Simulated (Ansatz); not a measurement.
Consider WO$_{3}$ (space group Cmcm, No. 63; a = 5.4539 Å, b = 5.4743 Å, c = 7.4603 Å; a cell from a computed database, its experimental status unchecked).

Computed with PBEsol/PAW in Ansatz (an electronic-structure program), no spin-orbit coupling.

Carriers are added at fixed cell with a uniform background; the Fermi–Dirac width is that of 300 K.

One change was made to it. Results:

The Fermi level relative to the doped band's edge (positive inside the band; to 0.05 eV) amounts to +1.00 eV; the gap between the host's bands falls by 0.42 eV, from 1.35 eV to 0.93 eV; the gap character is still indirect, Y → Γ; the largest internal atomic displacement amounts to 0.154 Å.

Task: Which of these changes matches the shifts?
A) electrons 1.0×10^22 cm⁻³
B) electrons 3.0×10^21 cm⁻³
C) electrons 7.0×10^21 cm⁻³
D) holes 5.0×10^21 cm⁻³
E) holes 7.0×10^21 cm⁻³

Result: C, electrons 7.0×10^21 cm⁻³. For comparison, the gap between the host's bands in the other runs: holes 5.0×10^21 cm⁻³ gives 1.50 eV; electrons 1.0×10^22 cm⁻³ gives 0.88 eV; electrons 3.0×10^21 cm⁻³ gives 1.27 eV; holes 7.0×10^21 cm⁻³ gives 1.54 eV.

Charged cell with a jellium background: band edges are those of the host's band count, energies are not comparable with the neutral cell, and many-body gap narrowing is missing. With W present, leaving out spin-orbit coupling can change the band edges. Stability against distortions was not tested.
